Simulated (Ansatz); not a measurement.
## A constructed model of the (100) surface of fcc Cu, a pseudomorphic layer of Pt in the host's stacking (bottom of the slab: a bare face, its two planes held)

All values below come from PBE (plane waves to 420 eV, PAW; Ansatz, an electronic-structure program).

Slab: 7 atoms, 11.2 Å thick at the start; k 15x15x1, smearing 0.1 eV, dipole-corrected; 2 atoms held, the rest relaxed; symmetry of the start imposed; no spin, no spin-orbit, no U. It is one candidate, not shown to be the stable structure of the face.

```
Property                                          Value
-----------------------------  ------------------------
work function of the top face                   5.62 eV
energy released by relaxation                  0.053 eV
cost                           roughly 2.3 core-minutes
```
